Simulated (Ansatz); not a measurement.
Structures of equal composition on the (0001) surface of hcp Co, ferromagnetic: one row in 3 of the top plane missing; (√3x√3)R30°, one Co site of the top plane empty. The slabs share one bottom face, and each structure is named by its start. These are constructed structures in small cells; real faces may alloy, dewet or reconstruct in larger ones, and not all known structures of the face are among them. Slabs of about 10 Å, Fermi-Dirac smearing of 0.1 eV. Bottom of the slabs: a bare face, its two planes held. Relaxed from the named starts with such symmetry as they have, on meshes of like density; energies extrapolated to zero smearing; spin only where a row says so; no spin-orbit coupling, no U. Brackets mark spin-polarised runs, whose order is one that fits the cell. Where a second, spin-polarised start was run, the lower counts. The cells differ, so small differences also carry the error of unlike k-meshes.

The numbers are results of PBE (plane waves to 420 eV, PAW; Ansatz, a first-principles code), not measurements.

**Question.** Rank these by energy per 1x1 cell (lowest first), as PBE gives it.

**Answer.** one row in 3 of the top plane missing (0.00 eV [spin, 28.5 μB a cell]), (√3x√3)R30°, one Co site of the top plane empty (0.10 eV [spin, 28.6 μB a cell])
